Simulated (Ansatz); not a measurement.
A computed series for MoSi2: response to strain

Base system: MoSi2 (space group I4/mmm, No. 139; a = 3.1901 Å, c = 7.8220 Å; relaxed with 0.1 eV smearing). Axes: x, y, z lie along a, b, c of the conventional cell.

Strains are applied to the cell and any free atomic positions relax; under biaxial strain the out-of-plane vector relaxes too.

Level of theory: Ansatz (a first-principles code) PBEsol, spin-orbit coupling left out.

Notes on the quantities. energy relative to the base: free energy F.

| case | out-of-plane strain | energy relative to the base |
|---|---|---|
| base | – | 0 meV/atom |
| biaxial strain −2.50 %, plane normal [001], relaxed out of plane | +1.06 % | +27 meV/atom |
| biaxial strain −2.00 %, plane normal [001], relaxed out of plane | +0.82 % | +17 meV/atom |
| biaxial strain −1.50 %, plane normal [001], relaxed out of plane | +0.60 % | +9.6 meV/atom |
| biaxial strain −1.00 %, plane normal [001], relaxed out of plane | +0.39 % | +4.2 meV/atom |
| biaxial strain +0.50 %, plane normal [001], relaxed out of plane | -0.18 % | +1.0 meV/atom |
| biaxial strain +1.00 %, plane normal [001], relaxed out of plane | -0.36 % | +4.0 meV/atom |
| biaxial strain +1.50 %, plane normal [001], relaxed out of plane | -0.52 % | +9.0 meV/atom |
| biaxial strain +2.50 %, plane normal [001], relaxed out of plane | -0.83 % | +24 meV/atom |
| biaxial strain +3.00 %, plane normal [001], relaxed out of plane | -0.98 % | +35 meV/atom |

Whether these cells are dynamically stable was not tested. All final runs are without spin polarisation.
